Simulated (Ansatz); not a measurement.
Bi2Se3 (model structure, started from the A-La2O3 type, P-3m1, No. 164, 5 atoms in the cell): properties by level of theory

| level (code) | equilibrium lattice constant a (Å) | c axis length (Å) | enthalpy of formation (eV/atom) |
|---|---|---|---|
| PBE (Ansatz) | 4.187 | 10.668 | -0.392 |
| PBEsol (Ansatz) | 4.118 | 9.908 | -0.373 |
| PBE-D3(BJ) (Ansatz) | 4.129 | 9.827 | -0.392 |

Ansatz's density-functional and Hartree–Fock values are scalar-relativistic unless marked +SOC, with PAW data made under PBE.

Static lattice: no zero-point or thermal effects.

A model structure was made by putting elements into a prototype or built by hand; it is no filed structure, need not be a known phase, and can be a saddle point held by its symmetry.

Ansatz is a program for electronic structure.
